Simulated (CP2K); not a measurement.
Band structure of HfB2 (P6/mmm, 3 atoms in the cell).

```
HfB2
1.0
    3.19055     0.00000     0.00000
   -1.59528     2.76310     0.00000
    0.00000     0.00000     3.53603
Hf B
1 2
Cartesian
  0.00000   0.00000   0.00000
  0.00000   1.84207   1.76801
  1.59528   0.92103   1.76801
```

Method of the run: CP2K 2026.2 with PBE, GPW, DZVP-MOLOPT-SR-GTH basis, GTH-PBE potentials (GTH_POTENTIALS).

Settings: CUTOFF = 500 Ry; REL_CUTOFF = 40 Ry; SMEAR/METHOD = GAUSSIAN; SIGMA = 0.1 eV; KPOINTS/SCHEME = MONKHORST-PACK 10 10 8; GAMMA_CENTERED = T; XC_FUNCTIONAL = PBE; Hf/BASIS_SET = DZVP-MOLOPT-SR-GTH-q12; Hf/POTENTIAL = GTH-PBE-q12; B/BASIS_SET = DZVP-MOLOPT-SR-GTH-q3; B/POTENTIAL = GTH-PBE-q3; METHOD = GPW; EPS_DEFAULT = 1e-11; EXTRAPOLATION = USE_GUESS.

The starting cell has typed, rounded lattice constants, without a prior relaxation at this level. Its lattice was rescaled by a random factor within 2.5 % of one. Spin-orbit coupling is off. Values carry the incompleteness of an atom-centred basis.

Levels in eV from the Fermi level, bands 6 to 11:
```csv
point,6,7,8,9,10,11
Γ,-2.79,-2.79,-2.76,-2.76,3.93,3.93
M,-8.96,-3.92,-3.36,-2.64,1.98,2.71
K,-8.18,-7.47,-2.46,-2.46,1.76,1.76
A,-8.12,-1.17,-1.17,0.36,0.36,1.09
L,-7.39,-4.75,-4.51,-2.75,4.01,4.04
H,-8.88,-5.39,-3.12,-3.12,4.28,5.32
```

Bands cross the Fermi level along this path, so the cell is metallic at this level.

Higher empty bands are left out: an atom-centred basis made for the valence describes them poorly.
